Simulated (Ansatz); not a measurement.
ZnO, response to strain

Base system: ZnO in the wurtzite structure (space group P6_3mc, No. 186; a = 3.235 Å, c = 5.211 Å).

Strains are applied to the cell and any free atomic positions relax.

All numbers come from r2SCAN/PAW in Ansatz (an electronic-structure program), spin-orbit coupling left out, earlier PAW set.

Notes on the quantities. pressure: mean of the normal stresses, compression positive.

| isotropic strain (%) | pressure (GPa) |
|---|---|
| -5.03 | 32.6 |
| -4.77 | 30.3 |
| -0.75 | ? |
| 0 | 0.0 |
| 0.15 | -0.7 |

### Question
Fit P = P₀ − Bδ + Cδ² with δ = (1 + ε)³ − 1 to the rows shown and predict the withheld row.

### Answer
Least squares on the printed values gives P₀ = -0.1 GPa, B = 134 GPa (at held cell shape), C = 651 GPa (largest residual 0.1 GPa); this predicts 3.3 GPa, and the run gives 3.5 GPa, 0.2 higher.

Whether these cells are dynamically stable was not tested.
